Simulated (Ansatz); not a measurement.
Consider AlRu in the CsCl type structure (space group Pm-3m, No. 221; a = 2.955 Å; relaxed with 0.1 eV smearing). Axes: x, y, z lie along the cube axes.

Level of theory: DFT with LDA, PAW potentials and a 420 eV plane-wave cutoff in Ansatz (an electronic-structure program), no spin-orbit coupling.

Base values:

| Quantity | Result |
|---|---|
| Volume per atom | 12.90 Å³ |
| Pressure | 0.0 GPa |

Perturbation: compressive biaxial strain of 0.50 % in the plane normal to [001], as in epitaxy on a mismatched substrate; the out-of-plane cell vector and the atoms relax.

Problem. Estimate the effect on the volume per atom.

Solution. The volume per atom falls by 0.07 Å³ (12.90 Å³ → 12.83 Å³).

Problem. What happens to the energy relative to the base?

Solution. The energy grows by 0.7 meV/atom.

Problem. Predict the new pressure.

Solution. The pressure (mean of the normal stresses, compression positive) goes from zero to 1.2 GPa.

No phonon test of stability was made. All final runs are without spin polarisation.
